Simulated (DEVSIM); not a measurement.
Structure: abrupt Si n-p junction, at 300 K.

Layer 1 from the left is Si, thickness (μm) 5.00, Nd (cm⁻³) 9.6e18, τn (s) 0.00042, τp (s) 0.00042. Layer 2 from the left is Si, thickness (μm) 81.0, Na (cm⁻³) 3.3e17, τn (s) 0.00042, τp (s) 0.00042.

Left contact: ohmic. Right contact: ohmic. Voltage is applied to the left contact. Recombination: SRH at mid-gap, radiative, Auger. Mobility is μmin + (μ − μmin)/(1 + (N/Nref)^α).

This is a model device: material constants are rounded textbook-type values typed into the input, and sizes, dopings and lifetimes were drawn at random. Values at 300 K.

Si: gap (eV) 1.124, affinity (eV) 4.05, permittivity 11.7, Nc (cm⁻³) 2.86e19, Nv (cm⁻³) 3.1e19, μn (cm²/Vs) 1417, μp (cm²/Vs) 470, μn,min 52, μp,min 45, Nref,n 9.7e16, Nref,p 2.2e17, αn 0.68, αp 0.72, B (cm³/s) 4.7e-15, Cn (cm⁶/s) 2.8e-31, Cp (cm⁶/s) 9.9e-32.

Simulated with DEVSIM: 1D drift-diffusion, Boltzmann statistics, complete ionisation; no tunnelling, impact ionisation, image-force lowering or self-heating.

Dark forward current:

```csv
|V| (V),|J| (A/cm²)
0.35,7.690e-8
0.40,5.281e-7
0.45,3.643e-6
0.50,2.517e-5
0.55,0.0001740
0.60,0.001204
0.65,0.008325
0.70,0.05756
0.75,0.3973
0.80,2.707
0.85,17.12
0.90,83.51
0.95,264.3
1.00,576.7
1.05,1000
1.10,1515
1.15,2104
```

Task: Work out the local ideality factor n = ΔV / (kT/q · ln(J2/J1)) between the rows 0.35 and 0.40 V, 0.55 and 0.60 V, 1.10 and 1.15 V.

Result: kT/q = 25.85 mV. From 0.35 to 0.40 V: ln(5.281e-7/7.690e-8) = 1.927, n = 1.00, near the 1 of diffusion or emission over a barrier. From 0.55 to 0.60 V: ln(0.001204/0.0001740) = 1.934, n = 1.00, near the 1 of diffusion or emission over a barrier. From 1.10 to 1.15 V: ln(2104/1515) = 0.328, n = 5.89.

Task: Estimate the current at 0.60 V from the Shockley equation with J0 = Σ q ni² D/(N L) coth(W/L), τ joining the SRH, radiative and Auger lifetimes that are on, and W taken as the whole layer.

Result: ni² = 1.16e20 cm⁻⁶; holes in the n layer: μ = 71.3 cm²/Vs, D = 1.84 cm²/s, τ = 3.87e-8 s, L = 2.67 μm, W/L = 1.9, term 1.40e-14 A/cm²; electrons in the p layer: μ = 466 cm²/Vs, D = 12.0 cm²/s, τ = 6.80e-5 s, L = 286 μm, W/L = 0.28, term 8.58e-14 A/cm². J0 = 9.98e-14 A/cm², and J = J0 exp(qV/kT) = 0.00120 A/cm². The simulation gives 0.00120 A/cm², the same within the digits that matter. The estimate leaves out recombination in the depletion region and that region's share of W.
